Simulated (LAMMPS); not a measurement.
Molecular dynamics of a melt made from SiC (zinc blende), 1000 atoms, at 3770 K and 2 GPa, brought to that temperature within a few picoseconds.

Computed with classical MD, pair style gw, file SiC.gw, run in LAMMPS.

| r (Å) | g(r), C-Si |
|---|---|
| 1.500 | 0.000 |
| 1.540 | 0.003 |
| 1.580 | 0.080 |
| 1.620 | 0.182 |
| 1.660 | 0.517 |
| 1.700 | 1.07 |
| 1.740 | 1.91 |
| 1.780 | 2.82 |
| 1.820 | 3.78 |
| 1.860 | 4.51 |
| 1.900 | 4.55 |
| 1.940 | 4.36 |
| 1.980 | 4.17 |
| 2.020 | 3.62 |
| 2.060 | 3.05 |
| 2.100 | 2.44 |
| 2.140 | 2.06 |
| 2.180 | 1.60 |
| 2.220 | 1.15 |
| 2.260 | 0.685 |
| 2.300 | 0.424 |
| 2.340 | 0.261 |
| 2.380 | 0.246 |
| 2.420 | 0.252 |
| 2.460 | 0.268 |
| 2.500 | 0.341 |
| 2.540 | 0.400 |
| 2.580 | 0.393 |
| 2.620 | 0.432 |
| 2.660 | 0.469 |
| 2.700 | 0.521 |
| 2.740 | 0.519 |
| 2.780 | 0.548 |
| 2.820 | 0.603 |
| 2.860 | 0.585 |
| 2.900 | 0.637 |
| 2.940 | 0.655 |
| 2.980 | 0.665 |
| 3.020 | 0.706 |
| 3.060 | 0.731 |
| 3.100 | 0.743 |
| 3.140 | 0.766 |
| 3.180 | 0.796 |
| 3.220 | 0.788 |
| 3.260 | 0.803 |
| 3.300 | 0.793 |
| 3.340 | 0.874 |
| 3.380 | 0.866 |
| 3.420 | 0.884 |
| 3.460 | 0.908 |
| 3.500 | 0.919 |
| 3.540 | 0.926 |
| 3.580 | 0.952 |
| 3.620 | 0.947 |
| 3.660 | 0.964 |
| 3.700 | 0.987 |
| 3.740 | 0.985 |
| 3.780 | 0.966 |
| 3.820 | 1.03 |
| 3.860 | 1.01 |
| 3.900 | 1.01 |
| 3.940 | 1.04 |
| 3.980 | 1.05 |
| 4.020 | 1.11 |
| 4.060 | 1.09 |
| 4.100 | 1.07 |
| 4.140 | 1.13 |
| 4.180 | 1.16 |
| 4.220 | 1.17 |
| 4.260 | 1.19 |
| 4.300 | 1.18 |
| 4.340 | 1.21 |
| 4.380 | 1.22 |
| 4.420 | 1.23 |
| 4.460 | 1.22 |
| 4.500 | 1.16 |
| 4.540 | 1.21 |
| 4.580 | 1.20 |
| 4.620 | 1.19 |
| 4.660 | 1.17 |
| 4.700 | 1.15 |
| 4.740 | 1.11 |
| 4.780 | 1.07 |
| 4.820 | 1.07 |
| 4.860 | 1.06 |
| 4.900 | 1.07 |
| 4.940 | 1.02 |
| 4.980 | 1.02 |
| 5.020 | 1.01 |
| 5.060 | 1.00 |
| 5.100 | 0.967 |
| 5.140 | 0.974 |
| 5.180 | 0.947 |
| 5.220 | 0.895 |
| 5.260 | 0.915 |
| 5.300 | 0.911 |
| 5.340 | 0.928 |

The data show:
- state found: liquid
- first peak of g(r), C-Si: 1.91 Å, height 4.6
- coordination number of C by Si: 3.61 (counted to 2.46 Å)
- coordination number of Si by C: 3.61 (counted to 2.46 Å)

Caution: at ambient pressure real SiC sublimes or decomposes before or as it melts, so this liquid is the model's. Caution: a run this short can hold a crystal over, or a liquid under, the potential's own melting point, which these runs don't give.
